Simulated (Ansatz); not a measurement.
Consider the following.

End structure of a constructed model of the (0001) surface of hcp Ti, a pseudomorphic layer of Ge in the other hollow (bottom of the slab: a bare face, its two planes held):

```
CELL_PARAMETERS angstrom
      2.93864     0.00000     0.00000
     -1.46932     2.54493     0.00000
      0.00000     0.00000    30.50000
ATOMIC_POSITIONS crystal
  Ti 0.66667 0.33333 0.27040
  Ti 0.33333 0.66667 0.34666
  Ti 0.66667 0.33333 0.42376
  Ti 0.33333 0.66667 0.49988
  Ti 0.66667 0.33333 0.57734
  Ti 0.33333 0.66667 0.65126
  Ge 0.00000 0.00000 0.72716
```

Set-up: 7 atoms, 14.0 Å thick at the start; mesh 15x15x1; 0.1 eV smearing; dipole correction on; 2 atoms held, the rest relaxed; held to the start's symmetry, so lower structures may exist; no spin, no spin-orbit, no U. In PBE it is, or lies within 0.01 eV a 1x1 cell of, the lowest of the 2 structures of its composition computed so far; larger cells were not tried.

### Question
What is the computed work function of the top face (PBE run with Ansatz, an electronic-structure program)?

### Answer
4.91 eV
